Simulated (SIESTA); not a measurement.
A short convergence ladder for LaNi2B2C (I4mm, 6 atoms in the cell)

```
CELL_PARAMETERS angstrom
     -1.87976     1.87976     4.88465
      1.87976    -1.87976     4.88465
      1.87976     1.87976    -4.88465
ATOMIC_POSITIONS crystal
  La 0.00512 0.00512 0.00000
  Ni 0.75000 0.25000 0.50000
  Ni 0.25000 0.75000 0.50000
  B  0.34813 0.34813 0.00000
  B  0.65187 0.65187 0.00000
  C  0.50000 0.50000 0.00000
```

Base method: GGA PBEsol, numerical atomic orbitals DZP, PseudoDojo PBEsol standard norm-conserving potentials (rewritten from UPF to PSML) (SIESTA 5.4.2).

Base settings: XC.functional = GGA; XC.authors = PBEsol; potentials = PseudoDojo PBEsol standard; PAO.BasisSize = DZP; PAO.EnergyShift = 0.005 Ry; MeshCutoff = 300 Ry; kgrid.MonkhorstPack = 6 6 6; OccupationFunction = FD; ElectronicTemperature = 0.1 eV; MaxSCFIterations = 150.

Core times come from one kind of shared machine, to one figure; runs under 30 s give none.

**The k-point mesh**

The second cell is the first with its lattice scaled by 0.98.

Only quantities that move along the ladder and can be compared are tabulated.

| kgrid.MonkhorstPack | free energy less the last step's (meV/atom) | energy of the compressed cell less the first (meV/atom) | pressure (GPa) | largest difference of a force vector from the last step's (eV/Å) | core time / last (rough) |
|---|---|---|---|---|---|
| 2 2 2 | -124.06 | 35.35 | 0.76 | 0.714 | 0.8 |
| 3 3 3 | -20.27 | 44.28 | 2.79 | 0.238 | 0.4 |
| 5 5 5 | 4.38 | 45.62 | 3.13 | 0.087 | 0.5 |
| 6 6 6 | 0.00 | 44.99 | 2.98 | 0.000 | 1 |

Coarsest kgrid.MonkhorstPack that holds the energy of the compressed cell less the first within 2 meV/atom of the last step, with all finer ones: 3 3 3, at about 0.4 of the last step's time; the step before is off by 9.6 meV/atom.

Coarsest kgrid.MonkhorstPack that holds the forces within 0.02 eV/Å: not settled: the last two steps still differ by 0.087 eV/Å, over half the tolerance, so the ladder does not show it.

Coarsest kgrid.MonkhorstPack that holds the pressure within 0.5 GPa of the last step, with all finer ones: 3 3 3, at about 0.4 of the last step's time; the step before is off by 2.2 GPa.

On the base run: the starting cell comes from a database of computed structures (which also holds hypothetical and non-ambient phases and stackings), without a prior relaxation at this level. Its lattice was rescaled by up to half a per cent. One atom was moved a little off its site on purpose. Spin polarisation is off. Values carry the incompleteness of an atom-centred basis. In the base run, forces exceed 1 eV/Å.
